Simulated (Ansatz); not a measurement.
System: SrBr₂ (Pnma, No. 62; cell taken from a computed entry). Method: PBE0 (Ansatz, an electronic-structure program, plane waves, PAW).

Input:

Ansatz 0.2 input:
```yaml
crystal:
  lattice:
    - [11.3893242923, 0.0, 0.0]
    - [0.0, 4.7398737709, 0.0]
    - [0.0, 0.0, 7.8141365444]
  atoms:
    - { symbol: Sr, position: [0.8323852812, 0.25, 0.1368679347] }
    - { symbol: Sr, position: [0.1676147188, 0.75, 0.8631320653] }
    - { symbol: Sr, position: [0.6676147188, 0.75, 0.6368679347] }
    - { symbol: Sr, position: [0.3323852812, 0.25, 0.3631320653] }
    - { symbol: Br, position: [0.3904107765, 0.75, 0.6173013475] }
    - { symbol: Br, position: [0.6095892235, 0.25, 0.3826986525] }
    - { symbol: Br, position: [0.1095892235, 0.25, 0.1173013475] }
    - { symbol: Br, position: [0.8904107765, 0.75, 0.8826986525] }
    - { symbol: Br, position: [0.1258812231, 0.25, 0.6195074126] }
    - { symbol: Br, position: [0.8741187769, 0.75, 0.3804925874] }
    - { symbol: Br, position: [0.3741187769, 0.75, 0.1195074126] }
    - { symbol: Br, position: [0.6258812231, 0.25, 0.8804925874] }
kpoints:
  mp_grid: { grid: [2, 6, 4] }
hamiltonian:
  xc: pbe0
  pseudopotentials: { kind: paw }
  dispersion: none
scf:
  occupations: { method: gaussian, width: 0.02 }
output:
  forces: true
  stress: true
  eigenvalues: true
basis:
  ecutwfc: 500
  ecutrho_ratio: 4
  xc_grid: 2
magnetization:
  spin_polarized: false
```

The run printed, among other lines:

```
WARN output.stress: scf.convergence.dr2_threshold = 1e-7 eV (the SCF's general default) is looser than the 1.2e-9 eV advised for a printed stress (1e-10 eV for …
WARN output.stress: scf.exx.energy_threshold = 1e-6 eV is looser than the 1.2e-7 eV advised for a stress under a hybrid functional (1e-8 eV for each atom of …
Crystal: 12 atoms, lattice volume = 421.838 Å³
Basis set: ecut = 500 eV, 10741 PW (Γ), exchange–correlation on 180×72×120 points (8 copies of the dense FFT grid, shifted against one another)
Bands: 60, of which v1, the nominal top of the filled ones, is band 48 counted from 1 (47 counted from 0)
Symmetry: 8 space group operations
Space group: Pnma (ITA 62), of the structure as read, at distance tolerance 7.5e-5 Å
k-points: 24 of 48
Functional: x = pbe(κ = 0.804, μ = 0.2195149727645171), c = pbe(β = 0.06672455060314922), warm-up for x = 0.75 pbe(κ = 0.804, μ = 0.2195149727645171) + 0.25 exact, c = pbe(β = 0.06672455060314922)
SCF iter   1: F=—  HF=-36468.115901 eV  |F-HF|=—  |Δ(HF+E_count)|=         —  Δρ=1.52e-3  dr2=1.21e-2
SCF iter   2: F=—  HF=-36468.117118 eV  |F-HF|=—  |Δ(HF+E_count)|=   1.22e-3  Δρ=4.02e-4  dr2=4.98e-4
  ...
Crystal: 12 atoms, lattice volume = 421.838 Å³
Initial density: handed on by an earlier stage of this run
Functional: x = 0.75 pbe(κ = 0.804, μ = 0.2195149727645171) + 0.25 exact, c = pbe(β = 0.06672455060314922)
Crystal: 12 atoms, lattice volume = 421.838 Å³
SCF iter   4: F=—  HF=-36493.324725 eV  |F-HF|=—  |Δ(HF+E_count)|=   5.74e-8  Δρ=7.17e-7  dr2=6.87e-9
SCF iter   5: F=-36493.324725 eV  HF=-36493.324725 eV  |F-HF|=4.00e-9  |Δ(HF+E_count)|=   4.23e-8  Δρ=8.06e-7  dr2=5.53e-9
SCF 3 converged in 5 iterations: F = -36493.324725 eV  dr2 = 5.53e-9
Free energy (F): -36493.324727 eV
Internal energy: -36493.324727 eV  (E = F + TS)
E sigma→0 (E₀):  -36493.324727 eV
Fermi energy:    4.528207 eV
--- Forces (eV/Å), atoms counted from 1 ---
  atom   1  Sr     0.00394644     0.00000000     0.00566190
  atom   2  Sr    -0.00394644     0.00000000    -0.00566190
  atom   3  Sr    -0.00394644     0.00000000     0.00566190
  atom   4  Sr     0.00394644     0.00000000    -0.00566190
  atom   5  Br    -0.01363648     0.00000000    -0.02527616
  atom   6  Br     0.01363648     0.00000000     0.02527616
  atom   7  Br     0.01363648     0.00000000    -0.02527616
  atom   8  Br    -0.01363648     0.00000000     0.02527616
  atom   9  Br     0.04168123     0.00000000     0.02447824
  atom  10  Br    -0.04168123     0.00000000    -0.02447824
  atom  11  Br    -0.04168123     0.00000000     0.02447824
  atom  12  Br     0.04168123     0.00000000    -0.02447824
--- Stress (GPa, compression-positive) ---
        0.148729       0.000000       0.000000
        0.000000       0.177213       0.000000
        0.000000       0.000000       0.095050
  P = ⅓ Tr σ = 0.1403 GPa (1.403 kbar)
```

The PAW data were made under PBE.

Note: cell and atoms aren't relaxed at this level (largest force component 0.04 eV/Å).

Computing time: roughly 40 core-minutes.
